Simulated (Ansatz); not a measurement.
Input and output of a self-consistent single point for BaGa2H2 (P3m1, 5 atoms in the cell) (Ansatz, an electronic-structure program).

Method: LDA (PW92), default PAW files made with PBE (plane waves; Ansatz).

```yaml
crystal:
  lattice:
    - [4.51261, 0.00000, 0.00000]
    - [-2.25631, 3.90804, 0.00000]
    - [0.00000, 0.00000, 4.96539]
  atoms:
    - { symbol: Ba, position: [0.00000, 0.00000, 0.01007] }
    - { symbol: Ga, position: [0.33333, 0.66667, 0.46883] }
    - { symbol: Ga, position: [0.66667, 0.33333, 0.53117] }
    - { symbol: H, position: [0.33333, 0.66667, 0.13291] }
    - { symbol: H, position: [0.66667, 0.33333, 0.86709] }
```

Reference input (self-consistent single point, DFT, LDA (PW92), plane waves, default PAW files made with PBE): basis.ecutwfc = 30.9 Ry; kpoints.mp_grid.grid = 8 8 6; hamiltonian.xc = lda; hamiltonian.pseudopotentials = {kind: paw} (the program's default PAW files); scf.occupations.method = fermi_dirac; scf.occupations.width = 0.0073 Ry. This run's input differs from it in these lines:

Ansatz 0.2 input:
```diff
@@ -13,3 +13,3 @@
 basis:
-  ecutwfc: 30.9 Ry
+  ecutwfc: 24.6 Ry
 kpoints:
```

Output (repeated stretches shortened):

```
SCF iter   1: F=—  HF=-13227.272434 eV  |F-HF|=—  |Δ(HF+E_count)|=         —  Δρ=8.55e-3  dr2=4.79e-2  ethr=1.77e-3  ⟨swp⟩=7.8  Hψ=6100  notcnv=0
all-band conjugate gradients solve this SCF's bands
preconditioner: auto → Kerker (q_TF=auto, 2.374 Å⁻¹)
SCF iter   2: F=—  HF=-13227.257890 eV  |F-HF|=—  |Δ(HF+E_count)|=   1.45e-2  Δρ=4.32e-3  dr2=1.61e-2  ethr=1.26e-4  ⟨swp⟩=2.0  Hψ=2359  notcnv=0
   [... lines left out ...]
SCF iter   6: F=—  HF=-13227.252248 eV  |F-HF|=—  |Δ(HF+E_count)|=   2.11e-5  Δρ=6.03e-5  dr2=6.58e-6  ethr=1.41e-7  ⟨swp⟩=2.0  Hψ=2098  notcnv=0
SCF iter   7: F=—  HF=-13227.252246 eV  |F-HF|=—  |Δ(HF+E_count)|=   1.88e-6  Δρ=1.18e-5  dr2=2.10e-7  ethr=1.73e-8  ⟨swp⟩=2.0  Hψ=1542  notcnv=0
SCF iter   8: F=—  HF=-13227.252246 eV  |F-HF|=—  |Δ(HF+E_count)|=   9.87e-9  Δρ=9.87e-6  dr2=6.48e-8  ethr=2.63e-10  ⟨swp⟩=6.0  Hψ=5642  notcnv=0
SCF iter   9: F=-13227.252246 eV  HF=-13227.252246 eV  |F-HF|=7.35e-9  |Δ(HF+E_count)|=   6.52e-8  Δρ=3.02e-6  dr2=1.09e-8  ethr=1.71e-10  ⟨swp⟩=4.1  Hψ=4166  notcnv=0
SCF 1 converged in 9 iterations: F = -13227.252246 eV  dr2 = 1.09e-8
Free energy (F): -13227.252246 eV
Internal energy: -13227.240552 eV  (E = F + TS)
E sigma→0 (E₀):  -13227.246399 eV
Entropy (-TS):   -0.011694 eV (-2.339 meV/atom)
Fermi energy:    8.236367 eV
--- Forces (eV/Å), atoms counted from 1 ---
  atom   1  Ba     0.00000000     0.00000000    -0.09641032
  atom   2  Ga     0.00000000    -0.00000000     0.20703141
  atom   3  Ga     0.00000000     0.00000000    -0.09776837
  atom   4  H      0.00000000     0.00000000    -0.15155564
  atom   5  H     -0.00000000    -0.00000000     0.13870759
--- Stress (GPa, compression-positive) ---
       -3.545570      -0.000000       0.000000
       -0.000000      -3.545570       0.000000
       -0.000000       0.000000      -2.791854
  P = ⅓ Tr σ = -3.2943 GPa (-32.943 kbar)
  The stress holds the Pulay correction. Without it, at fixed plane waves, as pw.x and ABINIT print it: P = -4.3203 GPa
```

The run converged in 9 iterations. Against the reference run the free energy rises by 10.3 meV/atom, the pressure hardly changes (-3.32 to -3.29 GPa) and the largest force goes from 0.199 to 0.207 eV/Å.

The starting cell comes from a database of computed structures (which also holds hypothetical and non-ambient phases and stackings), without a prior relaxation at this level. Its lattice was rescaled by up to half a per cent. One atom was moved a little off its site on purpose. Ansatz's pressure includes its estimate of the finite-basis (Pulay) stress. Without the estimate this run gives -4.32 GPa. The cutoff lies below the one recommended for these files.
